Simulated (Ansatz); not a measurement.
Start from MgI2 in the CdI2 type structure (space group P-3m1, No. 164; a = 4.060 Å, c = 6.580 Å; layered, stacked along the Cartesian z axis). Axes: x lies along a and z along c of the hexagonal cell.

Level of theory: PBEsol-D3(BJ) in Ansatz (plane waves to 420 eV, PAW, scalar-relativistic without spin-orbit coupling).

Strains are applied to the cell and any free atomic positions relax.

One change was made to it. Results:

The energy goes up by 3.4 meV/atom; the valence-band top at Γ (three highest levels, from the VBM) becomes 0.00, -0.34, -0.34 eV (base: 0.00, -0.14, -0.14 eV); the band gap falls by 0.17 eV to 3.17 eV.

What was done to the base?
A) uniaxial strain ε_zz = −1.00 %
B) uniaxial strain ε_zz = +2.50 %
C) uniaxial strain ε_zz = +0.50 %
D) uniaxial strain ε_zz = −3.00 %

D, uniaxial strain ε_zz = −3.00 %. For comparison, the band gap in the other runs: uniaxial strain ε_zz = −1.00 % gives 3.28 eV; uniaxial strain ε_zz = +0.50 % gives 3.36 eV; uniaxial strain ε_zz = +2.50 % gives 3.46 eV.

Spin-orbit coupling, missing from the scalar runs, can matter with I. No phonon test of stability was made.

Ansatz is a program for electronic structure.
